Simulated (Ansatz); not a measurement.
Defect: F-vacancy pair (F on one host O site, one O site vacant) in monoclinic ZrO2, charge state +3. Calculation: PBE, PAW (plane waves to 420 eV; Ansatz, an electronic-structure program).

Cell of 96 host sites held at the relaxed PBE lattice; the Γ point alone; Fermi-Dirac width 0.01 eV, spin-restricted; finite-size errors left in. No zero-point or tunnelling terms. The charge state is imposed; whether it is stable for some Fermi level was not computed. Forms of the defect that were not tried may lie lower.

Barriers: single points on a 2×2×2 k-point mesh shifted by half a step at the bands' geometries.

The step: direct exchange of F with the vacancy (F-vacancy distance between ideal sites 2.60 Å throughout); the atom moves 2.23 Å along (-0.11, -0.30, 0.25) of the unit cell; the moving atom starts with neighbours O at 2.59, O at 2.66, O at 2.71; Zr at 2.16, Zr at 2.25, Zr at 2.39 Å and ends with O at 2.59, O at 2.66, O at 2.71; Zr at 2.16, Zr at 2.25, Zr at 2.39 Å.

### Question
Give the migration barrier of this step at the level PBE, PAW.

### Answer
0.48 eV, the same both ways. At the saddle the moving atom has neighbours 2 O at 2.51; 2 Zr at 2.02 Å. The saddle point's order was not checked, and it lies on a symmetry element of the cell, where a band can be held.
